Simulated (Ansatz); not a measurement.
Data:

```xyz
3
Lattice="0.0000 2.5356 2.5356 2.5356 0.0000 2.5356 2.5356 2.5356 0.0000" Properties=species:S:1:pos:R:3 pbc="T T T"
Hf     0.0000     0.0000     0.0000
O      1.2678     1.2678     1.2678
O      3.8034     3.8034     3.8034
```

No spin polarisation.

Calculations: r2SCAN (Ansatz, a program for electronic structure), scalar-relativistic without spin-orbit coupling. Γ-centred 11×11×11 mesh, Fermi–Dirac width 0.05 eV.

Question: Predict the gap character, electron mass, band gap and hole mass.

Answer: The gap character comes out as direct at X. The electron mass comes out as 1.2 mₑ along k, 0.76 mₑ across (at X), the band gap is 4.28 eV and the hole mass is 0.28 mₑ along k, 2.9 mₑ across (at X).

With Hf present, leaving out spin-orbit coupling can change the band edges. Load acts through the strain it causes; cell and atoms are relaxed under it. Masses are band curvatures over ±0.01 Å⁻¹ around the edge. Along k means along the line from Γ to the band edge. Whether these cells are dynamically stable was not tested. The cell was made from HfO2 in the fluorite structure (space group Fm-3m, No. 225) by this change: pressure −2 GPa. This is not the structure that HfO2 has at room temperature and ambient pressure.
